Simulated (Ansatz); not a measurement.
Start from Pt in the fcc (Cu type) structure (space group Fm-3m, No. 225; a = 3.9198 Å; relaxed with 0.1 eV smearing). Axes: x, y, z lie along the cube axes.

The values are results of PBEsol, PAW, 420 eV (Ansatz, a program for electronic structure; no spin-orbit coupling), not measurements.

Base values:

```
Property                        Result
-----------------------------  -------
Shortest interatomic distance  2.772 Å
Band gap                          zero
```

One thing is altered: a pure shear with ε_xy = ε_yx = 0.0200; the atoms relax in the strained cell.

Task: What happens to the stress?

Result: The stress (xx, yy, zz, yz, xz, xy; compression positive) comes out as (0.9, 0.9, -0.5, 0.0, 0.0, -3.6) GPa.

Task: How does this affect the shortest interatomic distance?

Result: The shortest interatomic distance decreases by 0.0554 Å (2.772 Å → 2.716 Å).

Task: What does the calculation give for the energy relative to the base after the change?

Result: The energy rises by 6.7 meV/atom.

Task: Predict the new band gap.

Result: The band gap is still zero.

No phonon test of stability was made. The final runs are not spin-polarised.
